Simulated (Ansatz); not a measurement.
**Alloy series in AlAs**

Base system: AlAs in the zinc blende structure (space group F-43m, No. 216).

```xyz
2
Lattice="0.0000 2.8642 2.8642 2.8642 0.0000 2.8642 2.8642 2.8642 0.0000" Properties=species:S:1:pos:R:3 pbc="T T T"
As     4.2963     4.2963     4.2963
Al     0.0000     0.0000     0.0000
```

The other end (x = 1) is InAs in the zinc blende structure (space group F-43m, No. 216): 29.59 Å³/atom, gap zero.

In replaces a fraction x of Al; each row is one arrangement (x, atoms in the cell, starting space group or random), fully relaxed.

Calculations: DFT with PBE, PAW potentials and a 420 eV plane-wave cutoff in Ansatz (a quantum-chemistry and plane-wave program), scalar-relativistic without spin-orbit coupling.

Base values:

The band gap comes out as 1.50 eV.

### Question
The aim is a band gap between 0.83 eV and 0.89 eV. Which of these changes reaches it?
A) x(In) = 0.75, 8 atoms, I-42m
B) x(In) = 0.333, 6 atoms, Imm2
C) x(In) = 0.5, 8 atoms, Cm

### Answer
B, x(In) = 0.333, 6 atoms, Imm2. It gives 0.88 eV; x(In) = 0.5, 8 atoms, Cm gives 0.48 eV; x(In) = 0.75, 8 atoms, I-42m gives zero. Changes not listed may reach it too

These are small ordered cells, not random alloys; other orderings at the same x differ. No phonon test of stability was made. All final runs are without spin polarisation. A zero or small gap of InAs and AlIn3As4 can be the functional's error rather than a property of the material.
